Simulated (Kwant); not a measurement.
System: wire with an abrupt hard-wall neck in a Ge (holes) two-dimensional gas. Effective mass 0.06 mₑ, grid spacing 5 nm, hard walls, nominal width 100 nm (19 grid rows, so walls 100 nm apart), one parabolic valley, scattering region 300 nm long along x; energies count from the band bottom; Fermi energy swept from 0.00031336 to 0.0182 eV. Central neck 50 nm wide and 140 nm long.

Constants are typed, rounded textbook-type inputs, not results; the design itself was drawn at random and stands for no fabricated device.

Model: effective-mass tight-binding model on a square grid, one spin, coherent transport at 0 K (Kwant). Conductance is in e²/h.

Density of the scattering states that come in from the left lead, at energy = 0.0093863 eV, in bins, relative to the largest site value (x marks bins outside the device):

```
|001111111100xxxxxxxxxxxxxxxxxxxx000000000000|
|123333333420xxxxxxxxxxxxxxxxxxxx000000000000|
|245456545641xxxxxxxxxxxxxxxxxxxx000000000011|
|366457644762xxxxxxxxxxxxxxxxxxxx000000001111|
|365335522773xxxxxxxxxxxxxxxxxxxx000000001111|
|36511331169731110000000000000000000000000000|
|25520221159975432211111111000000000000000000|
|15741123357875543322222111111111111110000000|
|16972025544443333222222222222222221111000000|
|06982035543222222222222222222222222111000000|
|16972025544443333222222222222222221111000000|
|15741123357875543322222111111111111110000000|
|25520221159975432211111111000000000000000000|
|36511331169731110000000000000000000000000000|
|365335522773xxxxxxxxxxxxxxxxxxxx000000001111|
|366457644762xxxxxxxxxxxxxxxxxxxx000000001111|
|245456545641xxxxxxxxxxxxxxxxxxxx000000000011|
|123333333420xxxxxxxxxxxxxxxxxxxx000000000000|
|001111111100xxxxxxxxxxxxxxxxxxxx000000000000|
```
Scale: ten equal steps from 0.000 (start of '0') to 1.00 (end of '9'), in the order '0123456789'; x runs from -142 to 142, y from -43.0 (bottom) to 43.0 (top).

The conductance there is 1.00 e²/h with 3 open channel(s) in the leads.
